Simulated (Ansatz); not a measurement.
**HfZrFe₄ (space group F-43m, No. 216; ferromagnetic; a cell from a computed database, its experimental status unchecked)**

```xyz
6
Lattice="0.0000 3.4506 3.4506 3.4506 0.0000 3.4506 3.4506 3.4506 0.0000" Properties=species:S:1:pos:R:3 pbc="T T T"
Zr     5.1758     5.1758     5.1758
Hf     0.0000     0.0000     0.0000
Fe     2.5865     4.3147     4.3147
Fe     2.5865     2.5865     2.5865
Fe     4.3147     4.3147     2.5865
Fe     4.3147     2.5865     4.3147
```

The values are results of PBEsol (Ansatz, a first-principles code; PAW; 420 eV plane waves; no SOC), not measurements. Γ-centred 12×12×12 mesh, Fermi–Dirac width 0.05 eV.

```json
{
 "volume_per_atom": "13.69 Å³",
 "density": "9.97 g/cm³",
 "band_gap": "zero",
 "magnetic_state": "ferromagnetic",
 "total_energy": "-6254.018 eV/atom (σ→0; compares only within this code and set-up)"
}
```

Other magnetic orders, which the real material may have, were not ruled out. No phonon test of stability was made.
